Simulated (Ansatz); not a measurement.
Consider B (space group I4_132, No. 214; a = 4.633 Å; a hypothetical phase, not in the database extracts checked). Axes: x, y, z lie along the cube axes.

Calculations: PBEsol, PAW, 420 eV (Ansatz, a quantum-chemistry and plane-wave program; spin-orbit coupling left out).

Strains are applied to the cell and any free atomic positions relax; under biaxial strain the out-of-plane vector relaxes too.

One change was made to it. Results:

| quantity | base | after |
|---|---|---|
| smallest direct gap | 2.64 eV | 2.63 eV |
| energy relative to the base (free energy F) | 0 meV/atom | +0.2 meV/atom |
| pressure | 0.00 GPa | -0.81 GPa |

### Question
Which change produced these results?
A) biaxial strain −0.78 %, plane normal [110], relaxed out of plane
B) isotropic strain +0.25 %
C) tensor shear ε_yz = +2.36 %
D) biaxial strain +1.56 %, plane normal [110], relaxed out of plane
E) tensor shear ε_xz = −0.99 %

### Answer
B, isotropic strain +0.25 %. For comparison, the pressure in the other runs: tensor shear ε_xz = −0.99 % gives -0.01 GPa; biaxial strain −0.78 %, plane normal [110], relaxed out of plane gives 0.56 GPa; biaxial strain +1.56 %, plane normal [110], relaxed out of plane gives -1.13 GPa; tensor shear ε_yz = +2.36 % gives -0.08 GPa.

Stability against distortions was not tested.
